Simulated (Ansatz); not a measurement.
# A computed series for Cu3N: response to strain

Start from Cu3N (space group Pm-3m, No. 221).

```
Cu3N
1.0
    3.72085     0.00000     0.00000
    0.00000     3.72085     0.00000
    0.00000     0.00000     3.72085
Cu N
3 1
Direct
  0.50000   0.00000   0.00000
  0.00000   0.50000   0.00000
  0.00000   0.00000   0.50000
  0.00000   0.00000   0.00000
```

Strains are applied to the cell and any free atomic positions relax.

Calculations: Kohn–Sham DFT with the LDA functional, run in Ansatz (a quantum-chemistry and plane-wave program) with PAW and 420 eV plane waves, no spin-orbit coupling.

```csv
isotropic strain (%),pressure (GPa)
-3,16.8
-2.4,12.8
-1.8,?
-1.2,5.9
-0.6,2.8
0,0.0
```

**Question.** Fit P = P₀ − Bδ + Cδ² with δ = (1 + ε)³ − 1 to the rows shown and predict the withheld row.

**Answer.** Least squares on the printed values gives P₀ = 0.0 GPa, B = 146 GPa, C = 529 GPa (largest residual 0.1 GPa); this predicts 9.2 GPa, and the run gives 9.2 GPa, in agreement.

Whether these cells are dynamically stable was not tested. All final runs are without spin polarisation.
